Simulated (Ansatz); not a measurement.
**CuI, pressure series**

Take CuI in the zinc blende structure (space group F-43m, No. 216) as the base.

```xyz
2
Lattice="0.0000 3.0114 3.0114 3.0114 0.0000 3.0114 3.0114 3.0114 0.0000" Properties=species:S:1:pos:R:3 pbc="T T T"
I      4.5171     4.5171     4.5171
Cu     0.0000     0.0000     0.0000
```

Cell and atoms are relaxed at each pressure.

Level of theory: r2SCAN, PAW, 500 eV (Ansatz, an electronic-structure program; without spin-orbit coupling).

```tsv
pressure (GPa)	volume per atom (Å³/atom)
-2	28.760
-1	?
0	27.309
7	24.272
15	22.290
30	20.036
50	18.206
75	16.712
100	15.652
```

Task: Fit the third-order Birch–Murnaghan form P(V) = (3B₀/2)[(V₀/V)^(7/3) − (V₀/V)^(5/3)]·[1 + (3/4)(B₀′ − 4)((V₀/V)^(2/3) − 1)] (squares taken in P) to the rows shown and predict the withheld row.

Result: Least squares on the printed values gives V₀ = 27.291 Å³/atom, B₀ = 45.4 GPa, B₀′ = 4.9; this predicts 27.935 Å³/atom, and the run gives 27.973 Å³/atom, 0.038 higher.

Measured bulk modulus of CuI: 36.6 GPa (temperature not stated; as listed in Abhijith M. Gopakumar et al., Physical Chemistry Chemical Physics (2017)); the computed value is for a static lattice, so the two differ by thermal effects too.

Load acts through the strain it causes; cell and atoms are relaxed under it. No phonon test of stability was made. Tetrahedral semiconductors of this kind turn to denser phases somewhere between about 1 and 50 GPa; those were not computed, so compressed cells here can lie past the real transition. The final runs are not spin-polarised.
